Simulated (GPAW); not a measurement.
# GPAW run on In₂Ag (I4/mcm, 6 atoms in the cell): self-consistent single point

Computed with LDA (Perdew-Wang 92), GPAW PAW datasets LDA (gpaw-data 1.0.1) (plane waves; GPAW).

Input:

```python
from ase import Atoms
from ase.units import GPa
from gpaw import GPAW, PW, FermiDirac

atoms = Atoms(['In', 'In', 'In', 'In', 'Ag', 'Ag'],
              cell=[[-3.471500, 3.471500, 2.787400],
                    [3.471500, -3.471500, 2.787400],
                    [3.471500, 3.471500, -2.787400]],
              scaled_positions=[[0.345440, 0.154560, 0.500000],
                                [0.654560, 0.845440, 0.500000],
                                [0.154560, 0.654560, 0.809120],
                                [0.845440, 0.345440, 0.190880],
                                [0.750000, 0.750000, 0.000000],
                                [0.250000, 0.250000, 0.000000]],
              pbc=True)

calc = GPAW(mode=PW(600),
            xc='LDA',
            kpts=(5, 5, 5),
            occupations=FermiDirac(0.1),
            nbands=-12,
            convergence={'density': 1e-05},
            symmetry={'symmorphic': False, 'tolerance': 0.0005},
            maxiter=150,
            txt='-')

atoms.calc = calc

energy = atoms.get_potential_energy()
print('Energy (eV):', round(energy, 6))
forces = atoms.get_forces()
print('Forces (eV/Ang):')
print(forces.round(5))
stress = atoms.get_stress()
print('Stress (GPa, Voigt):', (stress / GPa).round(4))
```

The program printed (abridged):

```
Input parameters:
  convergence: {density: 1e-05}
  kpts: [5 5 5]
  maxiter: 150
  mode: {ecut: 600.0,
         name: pw}
  nbands: -12
  occupations: {fixmagmom: False,
                name: fermi-dirac,
                width: 0.1}
  symmetry: {symmorphic: False,
             tolerance: 0.0005}

species:
  In:
    name: Indium
    Z: 49.0
    valence: 13
    core: 36
    charge: 0.0
    file: In.LDA.gz

    # Using partial waves for In as LCAO basis

  Ag:
    name: Silver
    Z: 47.0
    valence: 17
    core: 30
    charge: 0.0
    file: Ag.LDA.gz

    # Using partial waves for Ag as LCAO basis

Reference energy: -928266.226194  # eV

Spin-paired calculation

Convergence criteria:
 Maximum [total energy] change in last 3 cyles: 0.0005 eV / valence electron
 Maximum integral of absolute [dens]ity change: 1e-05 electrons / valence electron
 Maximum integral of absolute [eigenst]ate change: 4e-08 eV^2 / valence electron
 Maximum number of scf [iter]ations: 150

Symmetries present (total): 16
Symmetries with fractional translations: 8
125 k-points: 5 x 5 x 5 Monkhorst-Pack grid
18 k-points in the irreducible part of the Brillouin zone
       k-points in crystal coordinates                weights
   0:     0.00000000    0.00000000    0.00000000          1/125
   1:     0.20000000   -0.20000000    0.00000000          4/125
   2:     0.20000000   -0.20000000    0.20000000          4/125
   [... 7 lines left out ...]
          ...
  17:     0.40000000    0.40000000    0.40000000          8/125

Wave functions: Plane wave expansion
  Cutoff energy: 600.000 eV
  Number of coefficients (min, max): 4470, 4500
  Pulay-stress correction: 0.000000 eV/Ang^3 (de/decut=0.000000)

Occupation numbers: Fermi-Dirac:
  width: 0.1000  # eV

Eigensolver

Densities:
  Coarse grid: 32*32*32 grid
  Fine grid: 64*64*64 grid
  Total Charge: 0.000000

Density mixing:
  Method: separate
  Backend: pulay
  Linear mixing parameter: 0.05
  old densities: 5
  Damping of long wavelength oscillations: 50

Hamiltonian:
  XC and Coulomb potentials evaluated on a 64*64*64 grid
  External potential:
    NoExternalPotential

Number of atoms: 6
Number of atomic orbitals: 60
Number of bands in calculation: 55
Number of valence electrons: 86
Bands to converge: occupied

Density initialized from atomic densities
  55 bands from LCAO basis set

Atomic positions and initial magnetic moments

Positions:
   0 In     1.073110    2.398390    0.000000    ( 0.0000,  0.0000,  0.0000)
   1 In     2.398390    1.073110    2.787400    ( 0.0000,  0.0000,  0.0000)
   2 In     4.544610    1.073110    0.000000    ( 0.0000,  0.0000,  0.0000)
   3 In    -1.073110    2.398390    2.787400    ( 0.0000,  0.0000,  0.0000)
   4 Ag    -0.000000    0.000000    4.181100    ( 0.0000,  0.0000,  0.0000)
   5 Ag     0.000000    0.000000    1.393700    ( 0.0000,  0.0000,  0.0000)

Unit cell:
           periodic     x           y           z      points  spacing
  1. axis:    yes   -3.471500    3.471500    2.787400    32     0.1358
  2. axis:    yes    3.471500   -3.471500    2.787400    32     0.1358
  3. axis:    yes    3.471500    3.471500   -2.787400    32     0.1534

  Lengths:   5.645549   5.645549   5.645549
  Angles:  104.109354 104.109354 120.827381

Effective grid spacing dv^(1/3) = 0.1601

     iter     time        total  log10-change:
                         energy   eigst   dens
iter:   1 --:--:--   -23.260678
iter:   2 --:--:--   -22.878574   -1.86  -1.48
iter:   3 --:--:--   -22.429329   -1.45  -1.51
iter:   4 --:--:--   -22.277823   -3.31  -1.90
iter:   5 --:--:--   -22.003523   -2.10  -1.98
iter:   6 --:--:--   -22.066050   -2.78  -2.45
iter:   7 --:--:--   -21.972530   -3.05  -2.31
iter:   8 --:--:--   -21.970282   -4.25  -2.95
iter:   9 --:--:--   -21.970013c  -5.00  -3.15
iter:  10 --:--:--   -21.970024c  -4.96  -3.32
iter:  11 --:--:--   -21.969976c  -5.72  -3.53
iter:  12 --:--:--   -21.969977c  -7.05  -3.91
iter:  13 --:--:--   -21.969978c  -7.33  -3.97
iter:  14 --:--:--   -21.969947c  -5.90  -3.98
iter:  15 --:--:--   -21.969943c  -7.20  -4.26
iter:  16 --:--:--   -21.969938c  -7.91c -4.36
iter:  17 --:--:--   -21.969933c  -7.19  -4.45
iter:  18 --:--:--   -21.969932c  -7.74c -4.75
iter:  19 --:--:--   -21.969932c  -8.74c -4.79
iter:  20 --:--:--   -21.969931c  -8.49c -4.82
iter:  21 --:--:--   -21.969931c  -9.17c -4.92
iter:  22 --:--:--   -21.969931c  -9.80c -4.97
iter:  23 --:--:--   -21.969931c  -8.57c -5.00c

Converged after 23 iterations.

Dipole moment: (-0.000000, -0.000000, 0.000000) |e|*Ang

Energy contributions relative to reference atoms: (reference = -928266.226194)

Kinetic:        +26.024901
Potential:      -25.313500
External:        +0.000000
XC:             -23.507623
Entropy (-ST):   -0.093139
Local:           +0.872859
SIC:             +0.000000
--------------------------
Free energy:    -22.016501
Extrapolated:   -21.969931

Showing only first 2 kpts
 Kpt  Band  Eigenvalues  Occupancy
  0    41      6.61105    1.99120
  0    42      6.87310    1.88543
  0    43      6.87310    1.88543
  0    44      6.97938    1.70084

  1    41      6.09680    1.99995
  1    42      6.34611    1.99938
  1    43      6.97441    1.71327
  1    44      8.07130    0.00021

Fermi level: 7.15317

No gap
No difference between direct/indirect transitions
Energy (eV): -21.969931

Forces in eV/Ang:
  0 In    0.00314   -0.00314   -0.00000
  1 In   -0.00314    0.00314   -0.00000
  2 In    0.00314    0.00314   -0.00000
  3 In   -0.00314   -0.00314    0.00000
  4 Ag    0.00000    0.00000   -0.00000
  5 Ag    0.00000    0.00000    0.00000

Stress tensor:
     0.030015     0.000000     0.000000
     0.000000     0.030015    -0.000000
     0.000000    -0.000000     0.020409
Stress (GPa, Voigt): [ 4.8089  4.8089  3.2699 -0.      0.      0.    ]
```

The run converged in 23 iterations. GPAW prints stress with tension positive.

The starting cell comes from a database of computed structures (which also holds hypothetical and non-ambient phases and stackings), without a prior relaxation at this level. With a pressure of about -4 GPa the cell is away from its equilibrium volume at this level.

Cost on one core of a shared machine: roughly 90 s.
